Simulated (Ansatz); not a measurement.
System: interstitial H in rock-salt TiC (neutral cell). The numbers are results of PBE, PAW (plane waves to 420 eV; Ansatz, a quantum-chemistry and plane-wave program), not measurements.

Cell of 64 host sites held at the relaxed PBE lattice; a 2×2×2 k-point mesh shifted by half a step; Fermi-Dirac width 0.10 eV, spin-restricted; finite-size errors left in. No zero-point or tunnelling terms. Sites that were not tried may lie lower.

The step: one H atom jumps by itself; the atom moves 1.29 Å along (0.00, 0.00, -0.30) of the unit cell; the moving atom starts with neighbours C at 1.15; 3 Ti at 1.86 Å and ends with C at 1.15; 3 Ti at 1.86 Å. On the band's own sampling the forward barrier is 0.29 eV. Harmonic modes of the moving H atom alone, all others held, come from finite differences of 0.015 Å. The saddle point's order was not checked, and it lies on a symmetry element of the cell, where a band can be held.

Q: Give the atom's modes at both geometries.

A: start 39.7, 39.7, 64.2 THz; saddle point 23.9i, 58.9 and 72.8 THz.

Q: What attempt frequency and zero-point change of the barrier follow from these modes alone, and what classical rate at 700 K?

A: ν = (39.7 × 39.7 × 64.2) / (58.9 × 72.8) ≈ 24 THz. The zero-point energy changes the barrier by h/2 × (131.8 − 143.6) THz = -0.025 eV. The classical rate is ν exp(−0.29/0.0603) ≈ 2e11 s⁻¹. One atom's modes give a rough prefactor, not that of the whole cell.
